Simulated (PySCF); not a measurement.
PySCF 2.14.0, BP86/def2-svp, df: Nb(Me)3(SH)2 ([CH3][Nb]([CH3])([CH3])([SH])[SH]), 17 atoms. The geometry is a generated start, not checked to be a minimum at this level.

| Quantity | Result |
|---|---|
| task | energy |
| method | bp86 |
| basis | def2-svp |
| two-electron scheme | density fitting |
| mol.max_memory | 3000 MB |
| mf.max_cycle | 100 |
| mf.init_guess | minao (default) |
| mf.DIIS | CDIIS (default) |
| mf.diis_space | 8 (default) |
| mf.conv_tol | 1e-09 (default) |
| mf.grids.level | 3 (default) |
| effective core potentials | those of the basis set, past Kr |
| basis functions | 164 |
| grid points | 210440 |

```xyz
17

Nb    -0.5718    -0.0862     0.3518
C      0.5279    -1.0739    -1.3517
H      0.8763    -2.0670    -1.0448
H      1.4023    -0.5330    -1.7247
H     -0.1355    -1.2331    -2.2077
C      1.3424    -0.5278     1.4821
H      1.6765    -1.5590     1.3194
H      1.1696    -0.3994     2.5576
H      2.1679     0.1360     1.2016
C     -0.8331     1.4996    -1.2779
H     -1.5974     2.2200    -0.9668
H     -1.1661     1.0479    -2.2174
H      0.0898     2.0564    -1.4852
S     -2.3854    -1.6533     0.6922
H     -1.6834    -2.4770     1.4753
S     -0.8115     1.8454     1.8667
H     -0.0685     2.8043     1.3294
```

Charge 0 and multiplicity 1 are set for this test and not shown to be the ground state.

One run each on 2 threads, 1 BLAS thread. Values of level_shift (Hartree) tried: 0 (default), 0.1, 0.3, 1.

Task: How does the count of Fock builds change with level_shift (Hartree), and where is it least?

Result: Fewest Fock builds, within one of each other: 0 (default) with 23, 0.1 with 24. The count rises to 72 at 1. All converge to one solution.

```json
[
 {"level_shift (Hartree)": "0 (default)", "Fock builds": "23", "end": "same solution"},
 {"level_shift (Hartree)": "0.1", "Fock builds": "24", "end": "same solution"},
 {"level_shift (Hartree)": "0.3", "Fock builds": "33", "end": "same solution"},
 {"level_shift (Hartree)": "1", "Fock builds": "72", "end": "same solution"}
]
```
